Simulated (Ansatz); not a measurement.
Abridged Ansatz (a program for electronic structure) output:

```
Pseudopotential: Sn, paw, valence charge 14
Pseudopotential: Au, paw, valence charge 19
Crystal: 6 atoms, lattice volume = 107.251 Å³
Basis set: ecut = 420 eV, 2127 PW (Γ), exchange–correlation on 80×80×80 points (8 copies of the dense FFT grid, shifted against one another)
Bands: 62, of which v1, the nominal top of the filled ones, is band 55 counted from 1 (54 counted from 0)
Symmetry: 6 space group operations
k-points: 146 of 1331 (time reversal used)
Functional: x = pbesol(κ = 0.804, μ = 0.12345679012345678), c = pbesol(β = 0.046)
SCF iter   1: F=—  HF=-70985.618865 eV  |F-HF|=—  |Δ(HF+E_count)|=         —  Δρ=5.44e-3  dr2=2.49e-2  ethr=1.77e-3  ⟨swp⟩=6.0  Hψ=30121  notcnv=0
SCF iter   2: F=—  HF=-70985.614359 eV  |F-HF|=—  |Δ(HF+E_count)|=   4.51e-3  Δρ=2.53e-3  dr2=4.71e-3  ethr=2.29e-5  ⟨swp⟩=2.0  Hψ=14862  notcnv=0  defer=41
SCF 1 converged in 9 iterations: F = -70985.613262 eV  dr2 = 2.78e-10
SCF converged after 9 iterations
Free energy (F): -70985.613262 eV
Internal energy: -70985.601007 eV  (E = F + TS)
E sigma→0 (E₀):  -70985.607134 eV
Entropy (-TS):   -0.012255 eV (-2.042 meV/atom)
Fermi energy:    19.304442 eV
--- Forces (eV/Å), atoms counted from 1 ---
  atom   1  Sn     0.00000000     0.00000000    -0.00000000
  atom   2  Au     0.00000000     0.00000000     0.00009326
  atom   3  Au     0.00000000     0.00000000    -0.00009326
  atom   4  Au     0.00011109    -0.00019242     0.00000000
  atom   5  Au     0.00011109     0.00019242    -0.00000000
  atom   6  Au    -0.00022219    -0.00000000     0.00000000
--- Stress (GPa, compression-positive) ---
        0.000333       0.000000      -0.000000
       -0.000000       0.000333      -0.000000
       -0.000000      -0.000000      -0.000746
  P = ⅓ Tr σ = -0.0000 GPa (-0.000 kbar)
```

Problem. What was computed, and what are the main results?

Solution. SnAu5, 6 atoms in the cell, with PBEsol (Ansatz, PAW, no spin-orbit coupling). The last SCF converged to F = -70985.613262 eV, or -11830.9355 eV per atom, at a pressure of 0.00 GPa. The total energy compares only with runs of the same code, potentials and settings.

Whether these cells are dynamically stable was not tested. The cell is SnAu5 (space group R32, No. 155).
